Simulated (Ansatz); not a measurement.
Base system: SrCl₂ in the fluorite structure (space group Fm-3m, No. 225; a = 6.908 Å).

Method: Kohn–Sham DFT with the PBEsol functional, run in Ansatz (an electronic-structure program) with PAW and 420 eV plane waves, without spin-orbit coupling.

Before the change:

| Item | Result |
|---|---|
| Band gap | 5.25 eV |
| Smallest direct gap | 5.34 eV |

Modification: the cell is scaled by 1.0100 in all directions; the atoms relax in the strained cell.

**Question.** Estimate the effect on the band gap.

**Answer.** The band gap drops by 0.11 eV (5.25 eV → 5.14 eV).

**Question.** What does the calculation give for the smallest direct gap after the change?

**Answer.** The smallest direct gap rises by 0.02 eV to 5.36 eV.

**Question.** What does the calculation give for the energy relative to the base after the change?

**Answer.** The energy goes up by 2.8 meV/atom.

Whether these cells are dynamically stable was not tested.
